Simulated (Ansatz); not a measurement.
Here is the system:

```
CdS
1.0
    4.14768     0.00000     0.00000
    0.00000     4.14768     0.00000
    2.07384    -2.07384     2.88132
S Cd
1 1
Cartesian
  2.07384   0.00000   1.44066
  0.00000   0.00000   0.00000
```

No spin polarisation.

A single point on CdS with a change (biaxial strain +0.71 %, plane normal [001], relaxed out of plane), its geometry relaxed with PBEsol.

Method: r2SCAN/PAW in Ansatz (a first-principles code), spin-orbit coupling left out. Settings: 10×10×10 k-points, 0.05 eV Fermi–Dirac smearing.

Predict the band gap, pressure, hole mass and gap character.

Band gap: 1.56 eV
Pressure: 1.52 GPa
Hole mass: 0.17 mₑ out of plane, 0.75 mₑ in plane (at Γ)
Gap character: direct at Γ

Single points use the geometry relaxed with PBEsol. Effective masses come from finite differences of ±0.01 Å⁻¹. Whether these cells are dynamically stable was not tested. The cell was made from CdS in the zinc blende structure (space group F-43m, No. 216) by this change: biaxial strain +0.71 %, plane normal [001], relaxed out of plane.
